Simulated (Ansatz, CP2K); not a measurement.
An Ansatz (an electronic-structure program) input for a self-consistent single point of AlN (F-43m, 2 atoms in the cell) (DFT, PBE, plane waves, default PAW files):

Ansatz 0.2 input:
```yaml
# AlN
crystal:
  lattice:
    - [0.000000, 2.140315, 2.140315]
    - [2.140315, 0.000000, 2.140315]
    - [2.140315, 2.140315, 0.000000]
  atoms:
    - { symbol: Al, position: [0.000000, 0.000000, 0.000000] }
    - { symbol: N, position: [0.750000, 0.750000, 0.750000] }
kpoints:
  mp_grid: { grid: [9, 9, 9] }
hamiltonian:
  xc: pbe
  pseudopotentials: { kind: paw }
scf:
  occupations: { method: fixed }
output:
  forces: true
  eigenvalues: true
  stress: true
```

Q: Write the same calculation as an input for CP2K.

A: This is the input that was run; spellings and numerical settings could be chosen otherwise.

```
&GLOBAL
  PROJECT aln
  RUN_TYPE ENERGY_FORCE
  PRINT_LEVEL LOW
&END GLOBAL
&FORCE_EVAL
  METHOD Quickstep
  STRESS_TENSOR ANALYTICAL
  &DFT
    BASIS_SET_FILE_NAME BASIS_MOLOPT
    POTENTIAL_FILE_NAME GTH_POTENTIALS
    &QS
      METHOD GPW
      EPS_DEFAULT 1E-10
    &END QS
    &MGRID
      CUTOFF 400
      REL_CUTOFF 50
      NGRIDS 5
    &END MGRID
    &SCF
      SCF_GUESS ATOMIC
      EPS_SCF 1E-6
      MAX_SCF 100
      ADDED_MOS 4
      &DIAGONALIZATION
        ALGORITHM STANDARD
      &END DIAGONALIZATION
      &MIXING
        METHOD BROYDEN_MIXING
        ALPHA 0.2
        NBUFFER 10
      &END MIXING
    &END SCF
    &KPOINTS
      SCHEME MONKHORST-PACK 9 9 9
    &END KPOINTS
    &XC
      &XC_FUNCTIONAL PBE
      &END XC_FUNCTIONAL
    &END XC
    &PRINT
      &MO
        EIGENVALUES T
        OCCUPATION_NUMBERS T
        NDIGITS 8
        FILENAME mo
        &EACH
          QS_SCF 0
        &END EACH
        ADD_LAST NUMERIC
      &END MO
      &MULLIKEN OFF
      &END MULLIKEN
    &END PRINT
  &END DFT
  &SUBSYS
    &CELL
      A 3.02686300 0.00000000 0.00000000
      B 1.51343100 2.62134000 0.00000000
      C 1.51343100 0.87378000 2.47142300
      PERIODIC XYZ
    &END CELL
    &COORD
      SCALED
      Al       0.00000000     0.00000000     0.00000000
      N        0.75000000     0.75000000     0.75000000
    &END COORD
    &KIND Al
      BASIS_SET DZVP-MOLOPT-SR-GTH-q3
      POTENTIAL GTH-PBE-q3
    &END KIND
    &KIND N
      BASIS_SET DZVP-MOLOPT-SR-GTH-q5
      POTENTIAL GTH-PBE-q5
    &END KIND
  &END SUBSYS
  &PRINT
    &FORCES ON
    &END FORCES
    &STRESS_TENSOR ON
    &END STRESS_TENSOR
  &END PRINT
&END FORCE_EVAL
```

Basis settings and potentials, where a program has them, do not carry over. This input uses DFT PBE, GPW, DZVP-MOLOPT-SR-GTH basis, GTH-PBE potentials (GTH_POTENTIALS). Both were run: pressure 18.72 GPa in Ansatz and 18.17 in CP2K; gap on the mesh 3.551 eV in Ansatz and 3.551 in CP2K. Ansatz's pressure is the one without its finite-basis correction.

On Ansatz: the starting cell comes from a database of computed structures (which also holds hypothetical and non-ambient phases and stackings), without a prior relaxation at this level. For this run, on top of that: lattice scaled by 0.98. With a pressure of about 19 GPa the cell is away from its equilibrium volume at this level.

On CP2K: the starting cell comes from a database of computed structures (which also holds hypothetical and non-ambient phases and stackings), without a prior relaxation at this level. For this run, on top of that: lattice scaled by 0.98. Values carry the incompleteness of an atom-centred basis. With a pressure of about 18 GPa the cell is away from its equilibrium volume at this level.
